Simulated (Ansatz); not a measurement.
Functionals compared on a constructed model of the (100) surface of fcc Al, a pseudomorphic layer of Fe in the host's stacking (bottom of the slab: a bare face, its two planes held), in Ansatz (plane waves, PAW). The structure was relaxed with PBE; the other rows are single points on it. Cutoff 420 eV.

Slab: 7 atoms, 11.8 Å thick at the start; k 13x13x1, smearing 0.1 eV, dipole-corrected; 2 atoms held, the rest relaxed; start symmetry kept, larger cells not searched; spin-polarised, ending with about 2.6 μB a cell; orders that need a larger cell were not tried, no spin-orbit, no U. It is one candidate, not shown to be the stable structure of the face. These notes are the PBE run's.

```json
[
 {"functional": "PBE", "work function of the top face (eV)": "4.40", "magnetic moment of the cell (μB)": "2.55", "rough cost of the single point": "–"},
 {"functional": "RPBE", "work function of the top face (eV)": "4.23", "magnetic moment of the cell (μB)": "2.58", "rough cost of the single point": "around 60 core-seconds (rough)"}
]
```

Ansatz is a first-principles code.
